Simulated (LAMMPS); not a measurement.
LAMMPS 22 Jul 2025, classical MD, EAM (W_zhou.eam.alloy): W, 1024000 atoms.

task: MD, nve
potential: EAM, W_zhou.eam.alloy
copies of the repeat unit: 80×80×80
shape (slab and sphere leave vacuum in the box): bulk
temperature: 800 K
steps: 200
timestep: 2 fs
neighbor skin: 2 Å
neigh_modify: every 1 delay 0 check yes
thermo: 100
newton: on (default)
atom_modify sort (bins of 2 Å where set): 1000 (default)
comm_style: brick (default)
box: 253.2 × 253.2 × 253.2 Å
start: generated bcc lattice, warmed in an untimed run
compared values: energy and forces of the first step, drift over the run

Machine: one whole node, Arm Neoverse V2, 96 cores on 1 socket, no SMT, 1 L3 cache group.

Each time is the median wall time of two to five repeats, run one at a time on the otherwise empty machine; start-up is included. Processes are pinned to neighbouring cores unless said otherwise. The build: PyPI wheel: MPICH, OPENMP and OPT packages; another build can shift the numbers. Scratch files lie in a memory file system. A preparatory run goes ahead and isn't timed.

Ways to run it:
- 32 ranks, suffix = omp
- 88 ranks, suffix = none (plain styles) (default)
- 64 ranks, suffix = none (plain styles) (default)
- 48 ranks, suffix = none (plain styles) (default)
- 16 ranks, suffix = none (plain styles) (default)
- 32 ranks, suffix = opt
- 32 ranks, suffix = none (plain styles) (default)

**Question.** How does the memory of the whole job compare between these ways of running it?

**Answer.** Most: 88 ranks, suffix = none (plain styles) (default), 2.5 GiB; least: 16 ranks, suffix = none (plain styles) (default), 1.1 GiB (peak over all processes with shared segments and scratch files, sampled up to once a second, or the high-water mark of the largest process where that is more).

```tsv
way	memory in all	wall time
16 ranks, suffix = none (plain styles) (default)	1.1 GiB	34 s
32 ranks, suffix = omp	1.4 GiB	16 s
32 ranks, suffix = none (plain styles) (default)	1.4 GiB	17 s
32 ranks, suffix = opt	1.5 GiB	15 s
48 ranks, suffix = none (plain styles) (default)	1.7 GiB	12 s
64 ranks, suffix = none (plain styles) (default)	2.0 GiB	9.2 s
88 ranks, suffix = none (plain styles) (default)	2.5 GiB	7.2 s
```
